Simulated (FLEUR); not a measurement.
## Sensitivity of a calculation on LaAg (Pm-3m, 2 atoms in the cell) to its settings

```cif
data_AgLa
_chemical_formula_sum 'Ag1 La1'
_space_group_name_H-M_alt 'P 1'
_space_group_IT_number 1
_cell_length_a 3.76000
_cell_length_b 3.76000
_cell_length_c 3.76000
_cell_angle_alpha 90.000
_cell_angle_beta 90.000
_cell_angle_gamma 90.000
loop_
_space_group_symop_operation_xyz
  'x, y, z'
loop_
_atom_site_label
_atom_site_type_symbol
_atom_site_fract_x
_atom_site_fract_y
_atom_site_fract_z
_atom_site_occupancy
Ag1 Ag 0.00000 0.00000 0.00000 1
La1 La 0.50000 0.50000 0.50000 1
```

Base run A: PBEsol, all-electron FLAPW (FLEUR), scalar-relativistic valence in FLEUR, self-consistent single point.

Its settings: Kmax = 3.8 1/bohr; GmaxXC = 11.4 1/bohr; xcFunctional = PBEs; jspins = 1; l_soc = F; mode = hist; fermiSmearingEnergy = 0.00367493 Htr; mesh (inpgen div1-3) = 9 9 9; inpgen gamma flag = false; Gmax = 11.4 1/bohr; numbands = 0; maxIterBroyd = 99; imix = Anderson; alpha = 0.05; precondParam = 0; minDistance = 1e-05 me/bohr^3; ctail = T; kcrel = 0; coretail_lmax = 0; theta = 0.

The starting cell comes from a database of published, mostly measured structures (it also holds non-ambient and calculated ones), without a prior relaxation at this level. Values depend on the basis (sphere radii, cutoffs, local orbitals), which need not be converged.

ΔF is the free energy per atom less that of run A. 

Runs:
- B: kpt_div: 9 9 9 → 7 7 7
- C: kpt_div: 9 9 9 → 6 6 6; kpt_gamma: false → true
- D: Gmax: 11.4 1/bohr → 9.3 1/bohr; GmaxXC: 11.4 1/bohr → 9.3 1/bohr
- E: alpha: 0.05 → 0.01
- F: lnonsphr: {Ag: 8, La: 8} → {Ag: 6, La: 6}

| run | ΔF (meV/atom) | k-points | basis size |
|---|---|---|---|
| A | 0.00 | 35 | 341 |
| B | 5.3 | 20 | 341 |
| C | 11.4 | 20 | 344 |
| D | -0.08 | 35 | 341 |
| E | 0.00 | 35 | 341 |
| F | 0.20 | 35 | 341 |

Run C against A: The free energy rises by 11.4 meV/atom.

Run B against A: The free energy rises by 5.3 meV/atom.

Run E against A: The free energy is nearly the same (within 1 meV/atom).
